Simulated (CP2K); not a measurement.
Band structure of Sc (P6_3/mmc, 4 atoms in the cell).

```
CELL_PARAMETERS angstrom
      3.21901     0.00000     0.00000
     -1.60950     2.78774     0.00000
      0.00000     0.00000    10.35717
ATOMIC_POSITIONS crystal
  Sc 0.00000 0.00000 0.00000
  Sc 0.00000 0.00000 0.50000
  Sc 0.33333 0.66667 0.25000
  Sc 0.66667 0.33333 0.75000
```

Method of the run: PBE, GPW, DZVP-MOLOPT-SR-GTH basis, GTH-PBE potentials (GTH_POTENTIALS) (CP2K).

Settings: CUTOFF = 600 Ry; REL_CUTOFF = 60 Ry; SMEAR/METHOD = FERMI_DIRAC; ELECTRONIC_TEMPERATURE = 580.23 K; KPOINTS/SCHEME = MONKHORST-PACK 8 8 3; GAMMA_CENTERED = T; XC_FUNCTIONAL = PBE; Sc/BASIS_SET = DZVP-MOLOPT-SR-GTH-q11; Sc/POTENTIAL = GTH-PBE-q11; METHOD = GPW; EPS_DEFAULT = 1e-10; EXTRAPOLATION = USE_GUESS; NGRIDS = 5; SCF_GUESS = ATOMIC.

The starting cell was generated: these elements placed on a structure prototype, without a prior relaxation; it need not be a known phase or ordering of this composition. Its lattice was rescaled by a random factor within 2.5 % of one. Values carry the incompleteness of an atom-centred basis.

Levels in eV from the Fermi level, bands 19 to 24:
```
point     19     20     21     22     23     24
-----  -----  -----  -----  -----  -----  -----
Γ      -3.71  -1.79   0.50   0.83   0.88   1.54
M      -1.29  -1.21  -0.53  -0.38  -0.37   0.26
K      -0.65  -0.52  -0.52  -0.33  -0.33  -0.17
A      -2.38  -2.38   0.44   0.44   1.47   1.47
L      -1.42  -1.42  -0.52  -0.52   0.04   0.04
H      -0.56  -0.56  -0.48  -0.48  -0.40  -0.40
```

Bands cross the Fermi level along this path, so the cell is metallic at this level.

Higher empty bands are left out: an atom-centred basis made for the valence describes them poorly.
